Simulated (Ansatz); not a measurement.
Start from BeTe in the rock salt structure (space group Fm-3m, No. 225; a = 5.370 Å; a hypothetical phase, not in the database extracts checked).

All numbers come from r2SCAN (Ansatz, a first-principles code), no spin-orbit coupling.

For the base:

The pressure is 0.0 GPa.

One thing is altered: the cell is scaled by 1.0255 in all directions, atoms relaxed at fixed cell.

### Question
Estimate the effect on the energy relative to the base and pressure.

### Answer
The energy rises by 22 meV/atom; the pressure goes from zero to -4.4 GPa.

The cells carry an imposed strain or load. Stability against distortions was not tested. All final runs are without spin polarisation.
